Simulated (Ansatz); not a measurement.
**By hand: reaction energy**

Subject: the reaction energy. Reaction: Ge (diamond) + SnCl2 (gas) → Sn (white tin) + GeCl2 (gas). The sign is products less reactants.

Method: Ansatz (a quantum-chemistry and plane-wave program), PAW, neutral cells at 0 K with nuclei at rest, on structures from PBE. Ansatz runs with its default PAW set. Other levels take these structures. The lattices are those relaxed with PBE, so at other levels the solids can be strained, which adds to the spread. A dispersion term (D3(BJ), or D4 for r2SCAN) was computed beside these levels and is taken off wherever the name lacks it. The runs are scalar-relativistic, without spin-orbit coupling.

Total energies of the cells in eV, at zero smearing width. They compare only within one column; the weights balance every element.

```json
[
 {"cell": "Sn (white tin)", "atoms": "2", "weight": "+1", "PBE": "-12048.34329", "r2SCAN+D4": "-12077.28867"},
 {"cell": "Ge (diamond)", "atoms": "2", "weight": "−1", "PBE": "-8589.96473", "r2SCAN+D4": "-8606.00623"},
 {"cell": "GeCl2 (gas)", "atoms": "3", "weight": "+2", "PBE": "-6455.86906", "r2SCAN+D4": "-6471.92484"},
 {"cell": "SnCl2 (gas)", "atoms": "3", "weight": "−2", "PBE": "-8185.42060", "r2SCAN+D4": "-8208.07849"}
]
```

PBE: (-12048.34329) − (-8589.96473) + 2 × (-6455.86906) − 2 × (-8185.42060) = 0.725 eV; dividing by 2 gives 0.36 eV.

r2SCAN+D4: (-12077.28867) − (-8606.00623) + 2 × (-6471.92484) − 2 × (-8208.07849) = 1.025 eV; dividing by 2 gives 0.51 eV.

What follows from the PBE value: Per mole of the reaction as written, 0.362 eV × 96.485 = 34.9 kJ.
